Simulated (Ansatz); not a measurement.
**What uniaxial strain ε_yy = +3.15 % does to Al**

Consider Al in the fcc (Cu type) structure (space group Fm-3m, No. 225; a = 3.992 Å). Axes: x, y, z lie along the cube axes.

Now apply this change: uniaxial strain ε_yy = +3.15 %, all other strain components held at zero, atoms relaxed at fixed cell.

All numbers come from plane-wave PAW DFT at the r2SCAN level (Ansatz, an electronic-structure program, 500 eV), scalar-relativistic without spin-orbit coupling. Settings: 20×20×20 k-points, 0.05 eV Fermi–Dirac smearing.

The volume per atom goes up by 0.501 Å³, from 15.90 Å³ to 16.41 Å³ and the space group changes from Fm-3m (No. 225) to I4/mmm (No. 139). The shortest interatomic distance is still 2.823 Å and the energy goes up by 5.9 meV/atom. The band gap remains zero and the stress (xx, yy, zz, yz, xz, xy; compression positive) amounts to (-1.9, -3.9, -1.9, 0.0, 0.0, 0.0) GPa (rough).

Final structure:

```
CELL_PARAMETERS angstrom
      0.00000     2.05888     1.99601
      1.99601     0.00000     1.99601
      1.99601     2.05888     0.00000
ATOMIC_POSITIONS crystal
  Al 0.00000 0.00000 0.00000
```

Without a gap, meshes like the base's 20×20×20 leave anisotropic stresses uncertain by several tenths of a GPa, and small strain energies with them. Stability against distortions was not tested.
